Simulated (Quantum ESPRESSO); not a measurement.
# Convergence test for BaAl (Pnma, 8 atoms in the cell)

```xyz
8
Lattice="9.6902 0.0000 0.0000 0.0000 4.6396 0.0000 0.0000 0.0000 6.3282" Properties=species:S:1:pos:R:3 pbc="T T T"
Ba     6.5759     1.1599     0.5438
Ba     3.1143     3.4797     5.7844
Ba     7.9595     3.4797     3.7079
Ba     1.7308     1.1599     2.6203
Al     0.2191     1.1599     5.7938
Al     9.4711     3.4797     0.5344
Al     4.6260     3.4797     2.6297
Al     5.0642     1.1599     3.6985
```

Level of theory: LDA (PZ), GBRV 1.5 ultrasoft (LDA) pseudopotentials (plane waves; Quantum ESPRESSO 7.5).

The starting cell comes from a database of computed structures (which also holds hypothetical and non-ambient phases and stackings), without a prior relaxation at this level. Its lattice was rescaled by a random factor within 2.5 % of one. Without a gap this mesh is coarse (it stands for a supercell whose shortest vector is 19 Å).

Held fixed: occupations = smearing; smearing = cold; degauss = 0.0073499 Ry; potentials = {Ba: ba_lda_v1.uspp.F.UPF, Al: al_lda_v1.uspp.F.UPF}; K_POINTS = automatic 2 4 3 0 0 0; conv_thr = 1e-09 Ry; mixing_beta = 0.3. Moved along with it: ecutrho.

ΔF is the free energy per atom less that of the last row (80 Ry).

| ecutwfc | ΔF (meV/atom) | pressure (GPa) | largest force (eV/Å) | plane waves | iterations |
|---|---|---|---|---|---|
| 16 Ry | 124.6 | -2.69 | 0.041 | 2112 | 11 |
| 20 Ry | 37.8 | -1.70 | 0.041 | 2916 | 11 |
| 24 Ry | 15.9 | -1.18 | 0.041 | 3843 | 11 |
| 28 Ry | 11.5 | -1.10 | 0.041 | 4826 | 11 |
| 32 Ry | 8.0 | -1.12 | 0.041 | 5896 | 12 |
| 36 Ry | 4.7 | -1.11 | 0.041 | 7045 | 11 |
| 40 Ry | 2.6 | -1.07 | 0.041 | 8240 | 11 |
| 46 Ry | 1.47 | -1.04 | 0.041 | 10148 | 11 |
| 52 Ry | 1.04 | -1.04 | 0.041 | 12192 | 11 |
| 60 Ry | 0.49 | -1.04 | 0.041 | 15102 | 11 |
| 70 Ry | 0.11 | -1.04 | 0.041 | 19008 | 11 |
| 80 Ry | 0.00 | -1.03 | 0.041 | 23228 | 11 |

Pressure within 0.5 GPa of the last row: from ecutwfc = 24 Ry on; the one before it is off by 0.66 GPa. The value it settles on is -1.0 GPa at this level of theory and with the other settings as held.
